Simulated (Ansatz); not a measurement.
**HgTe, pressure series**

The parent structure is HgTe in the zinc blende structure (space group F-43m, No. 216).

```
HgTe
1.0
    0.00000     3.28672     3.28672
    3.28672     0.00000     3.28672
    3.28672     3.28672     0.00000
Te Hg
1 1
Direct
  0.75000   0.75000   0.75000
  0.00000   0.00000   0.00000
```

Cell and atoms are relaxed at each pressure.

All numbers come from r2SCAN/PAW in Ansatz (a quantum-chemistry and plane-wave program), no spin-orbit coupling, earlier PAW set.

Notes on the quantities. enthalpy: H = E + PV relative to the base's energy.

```tsv
change	lattice parameter a	enthalpy
base	6.573 Å	–
pressure −2 GPa	6.702 Å	-0.46 eV/atom
pressure −1 GPa	6.633 Å	-0.22 eV/atom
pressure 0.9 GPa	6.527 Å	+0.20 eV/atom
pressure 2.1 GPa	6.472 Å	+0.45 eV/atom
pressure 4.5 GPa	6.380 Å	+0.95 eV/atom
pressure 9 GPa	6.247 Å	+1.83 eV/atom
pressure 22.5 GPa	5.991 Å	+4.23 eV/atom
pressure 30 GPa	5.894 Å	+5.46 eV/atom
```

Load acts through the strain it causes; cell and atoms are relaxed under it. Stability against distortions was not tested. Tetrahedral semiconductors of this kind turn to denser phases somewhere between about 1 and 50 GPa; those were not computed, so compressed cells here can lie past the real transition. All final runs are without spin polarisation.
